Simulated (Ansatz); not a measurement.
Take GaSb in the zinc blende structure (space group F-43m, No. 216) as the base.

```yaml
crystal:
  lattice:
    - [0.00000, 3.10675, 3.10675]
    - [3.10675, 0.00000, 3.10675]
    - [3.10675, 3.10675, 0.00000]
  atoms:
    - { symbol: Sb, position: [0.75000, 0.75000, 0.75000] }
    - { symbol: Ga, position: [0.00000, 0.00000, 0.00000] }
```

Cartesian axes are those of the cell as printed.

Method: Ansatz (a program for electronic structure) PBE, no SOC.

One thing is altered: every lattice vector is shortened by 1.57 %; the atoms relax in the strained cell.

Predict the stress tensor and what it implies for the stiffness.

Stress of the strained cell less that of the base (GPa, compression positive):
```
    2.4     0.0     0.0
    0.0     2.4     0.0
    0.0     0.0     2.4
```

Then B = −ΔP/(ΔV/V₀) with ΔV/V₀ = -0.0464 gives secant stiffness values (nonlinear terms included at this strain): B ≈ 51 GPa.

As a check, the harmonic strain energy −½ V₀ Δσ:ε is 10 meV/atom; the computed energy rise is 9.9 meV/atom.

No phonon test of stability was made. The final runs are not spin-polarised.
